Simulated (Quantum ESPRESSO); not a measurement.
Equation of state of rock-salt BaTe (space group 225): energy against volume (Quantum ESPRESSO, PBE)

```yaml
crystal:
  lattice:
    - [0.00000, 3.43777, 3.43777]
    - [3.43777, 0.00000, 3.43777]
    - [3.43777, 3.43777, 0.00000]
  atoms:
    - { symbol: Ba, position: [0.00000, 0.00000, 0.00000] }
    - { symbol: Te, position: [0.50000, 0.50000, 0.50000] }
```

Computed with PBE, GBRV 1.5 ultrasoft (PBE) pseudopotentials (plane waves; Quantum ESPRESSO 7.5). Settings: ecutwfc = 52 Ry; ecutrho = 260 Ry; occupations = smearing; smearing = fermi-dirac; degauss = 0.000734986 Ry; potentials = {Ba: ba_pbe_v1.uspp.F.UPF, Te: te_pbe_v1.uspp.F.UPF}; K_POINTS = automatic 8 8 8 0 0 0; conv_thr = 1e-10 Ry; mixing_beta = 0.7. The cell above is the first row's. The rows scale it uniformly. In all rows fractional positions and the k mesh are held. E is the free energy at the stated smearing, counted from the lowest row.

| V (Å^3/atom) | E (meV/atom) |
|---|---|
| 40.628 | 30.63 |
| 41.512 | 16.81 |
| 42.395 | 7.39 |
| 43.278 | 1.93 |
| 44.161 | 0.00 |
| 45.044 | 1.26 |
| 45.928 | 5.37 |
| 46.811 | 12.04 |
| 47.694 | ? |

Question: Fit E against V with the third-order Birch-Murnaghan form, a cubic in V^(-2/3), and predict the withheld value at V = 47.694.

Answer: With u = V^(-2/3) - 0.0807, the rows have u = 0.0039155, 0.0027099, 0.0015477, 0.0004251, -0.0006599, -0.0017094, -0.0027263, -0.0037099. Least squares gives E = 0.783 + 2101.3·u + 1396985·u² + 3401232·u³. Residuals (row less fit): -0.002, 0.006, -0.004, 0.001, -0.004, 0.004, 0.001, -0.001; standard error 0.005 (degrees of freedom: 4). Its minimum lies at u = -0.0007542, so V0 = (0.0799458)^(-3/2) = 44.24. There d²E/du² = 2779000 and d³E/du³ = 2.041e7, so B0 = (4/9) × 44.24^(-7/3) × 2779000 × 0.160218 = 28.6 GPa (the last factor turns the table's units into GPa), and B0' = 4 + (2/3) × 0.0799458 × (2.041e7)/2779000 = 4.4. The program's pressures in the fitted runs (not shown) pass through zero at V = 44.22, 0.03 % from this V0. At the withheld row, u = -0.0046631, so E = 0.783 + 2101.3 × (-0.0046631) + 1396985 × (-0.0046631)² + 3401232 × (-0.0046631)³ = 21.016 meV/atom. The calculation gives 21.02 meV/atom, which the fit meets to the printed digits. The row lies outside the fitted rows, so this is an extrapolation. From the scatter of the fitted rows alone, a prediction at this place has a standard error of 0.012 meV/atom, so the miss is 0.3 times that.

Carrying the step between the two nearest rows on in a straight line would have given 18.71, off by 2.31; series whose last step already gives the withheld value aren't shown. The scan was laid around a cell of about the measured size, scaled by a guess for this functional. The runs keep the symmetry of the cell, so they don't test it for distortions. Spin-orbit coupling is off. Cutoffs and mesh are single choices, not tested for convergence of this quantity. Series with a scatter that would blur these digits, or in which a gap closes, are not shown. Nor are scans whose minimum lies at an end fitted in this form.
